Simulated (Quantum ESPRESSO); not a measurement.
Worked example: self-consistent single point of TiAl3 (Pmm2, 4 atoms in the cell) in Quantum ESPRESSO.

Method of the run: LDA (PZ), GBRV 1.5 ultrasoft (LDA) pseudopotentials (plane waves; Quantum ESPRESSO).

The change in words: lattice scaled by 0.98. Reference geometry:
```xyz
4
Lattice="2.8397 0.0000 0.0000 0.0000 4.6813 0.0000 0.0000 0.0000 4.9007" Properties=species:S:1:pos:R:3 pbc="T T T"
Ti     0.0000     2.3406     0.8131
Al     1.4198     2.3406     3.2701
Al     1.4198     0.0000     1.6217
Al     0.0000     0.0000     4.0965
```

Reference input (self-consistent single point, DFT, LDA (PZ), plane waves, GBRV 1.5 ultrasoft (LDA) pseudopotentials): ecutwfc = 50 Ry; ecutrho = 400 Ry; occupations = smearing; smearing = fd; degauss = 0.0073499 Ry; potentials = {Ti: ti_lda_v1.4.uspp.F.UPF, Al: al_lda_v1.uspp.F.UPF}; K_POINTS = automatic 12 7 7 0 0 0; conv_thr = 1e-11 Ry. This run's input differs from it in these lines:

```diff
@@ -32,5 +32,5 @@
 CELL_PARAMETERS angstrom
-   2.83968000     0.00000000     0.00000000
-   0.00000000     4.68126000     0.00000000
-   0.00000000     0.00000000     4.90074000
+   2.78288600     0.00000000     0.00000000
+   0.00000000     4.58763500     0.00000000
+   0.00000000     0.00000000     4.80272500
```

Log, with long lists cut:

```
     Self-consistent Calculation

     iteration #  1     ecut=    50.00 Ry     beta= 0.70

     negative rho (up, down):  4.302E-04 0.000E+00

     total energy              =    -139.14739457 Ry
     estimated scf accuracy    <       0.22719082 Ry

     iteration #  2     ecut=    50.00 Ry     beta= 0.70

     negative rho (up, down):  4.799E-04 0.000E+00

     total energy              =    -139.04833482 Ry
     estimated scf accuracy    <       1.23750391 Ry

     iteration #  3     ecut=    50.00 Ry     beta= 0.70

     negative rho (up, down):  4.153E-04 0.000E+00

     total energy              =    -139.23251519 Ry
     estimated scf accuracy    <       0.11307682 Ry

   [... 9 blocks of this kind left out ...]

     iteration # 13     ecut=    50.00 Ry     beta= 0.70

     negative rho (up, down):  3.996E-04 0.000E+00

     total energy              =    -139.24967540 Ry
     estimated scf accuracy    <          2.0E-10 Ry

     iteration # 14     ecut=    50.00 Ry     beta= 0.70

     negative rho (up, down):  3.996E-04 0.000E+00
     End of self-consistent calculation

     Number of k-points >= 100: set verbosity='high' to print the bands.

     the Fermi energy is     9.7801 ev

!    total energy              =    -139.24967540 Ry
     estimated scf accuracy    <          1.4E-12 Ry
     smearing contrib. (-TS)   =      -0.00641914 Ry
     internal energy E=F+TS    =    -139.24325626 Ry

     convergence has been achieved in  14 iterations

     negative rho (up, down):  3.996E-04 0.000E+00

     Forces acting on atoms (cartesian axes, Ry/au):

     atom    1 type  1   force =     0.00000000    0.00000000   -0.00208681
     atom    2 type  2   force =     0.00000000    0.00000000   -0.00019986
     atom    3 type  2   force =     0.00000000    0.00000000    0.00021064
     atom    4 type  2   force =     0.00000000    0.00000000    0.00207602

     Total force =     0.002958     Total SCF correction =     0.000001

     negative rho (up, down):  3.996E-04 0.000E+00
          total   stress  (Ry/bohr**3)                   (kbar)     P=       10.07
   0.00000116   0.00000000   0.00000000            0.17        0.00        0.00
   0.00000000   0.00008498   0.00000000            0.00       12.50        0.00
   0.00000000   0.00000000   0.00011926            0.00        0.00       17.54

   JOB DONE.
```

The run converged in 14 iterations. Against the reference run the free energy goes down by 13.0 meV/atom, the pressure goes from -5.05 to 1.01 GPa and the largest force goes from 0.084 to 0.054 eV/Å.

The starting cell comes from a database of computed structures (which also holds hypothetical and non-ambient phases and stackings), without a prior relaxation at this level. For this run, on top of that: lattice scaled by 0.98. Spin polarisation is off.

Cost on one core of a shared machine: roughly 2 min.
